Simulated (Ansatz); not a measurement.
**InO (model structure, started from the beta GaS type, P6₃/mmc, No. 194, 8 atoms in the cell): properties by level of theory**

```
level (code)           lattice parameter a (Å)  c axis length (Å)  cohesive energy (eV/atom)
---------------------  -----------------------  -----------------  -------------------------
LDA (Ansatz)                             3.649             11.018                       4.92
PBE (Ansatz)                             3.761             11.230                       3.94
PBEsol (Ansatz)                          3.694             11.122                       4.34
PBE-D3(BJ) (Ansatz)                      3.724             11.188                       4.15
r²SCAN+rVV10 (Ansatz)                    3.677             11.127                       4.24
```

Ansatz's density-functional and Hartree–Fock values are scalar-relativistic unless marked +SOC, with PAW data made under PBE.

Free atoms are spin-polarised, in the lowest state found; at levels without +SOC their spin–orbit coupling is left out.

The computed numbers hold no vibrational or temperature effects.

A model structure was made by putting elements into a prototype or built by hand; it is no filed structure, need not be a known phase, and can be a saddle point held by its symmetry.

Ansatz is a program for electronic structure.
